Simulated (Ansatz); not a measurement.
Base system: HgS in the zinc blende structure (space group F-43m, No. 216; a = 5.812 Å).

The values are results of LDA (Ansatz, an electronic-structure program; PAW; 420 eV plane waves; no spin-orbit coupling), not measurements.

For the base:

| Quantity | Result |
|---|---|
| Pressure | 0.0 GPa |
| Band gap | zero |

One thing is altered: every lattice vector is stretched by 1.00 %, atoms relaxed at fixed cell.

### Question
How does this affect the energy relative to the base, pressure and band gap?

### Answer
The energy grows by 4.5 meV/atom; the pressure goes from zero to -1.9 GPa; the band gap remains zero.

The mesh was chosen for an insulator and is coarse for the gapless case. With Hg present, leaving out spin-orbit coupling can change the band edges. The cells carry an imposed strain or load. Whether these cells are dynamically stable was not tested. All final runs are without spin polarisation. The zero or small gap of HgS can change with the level of theory.
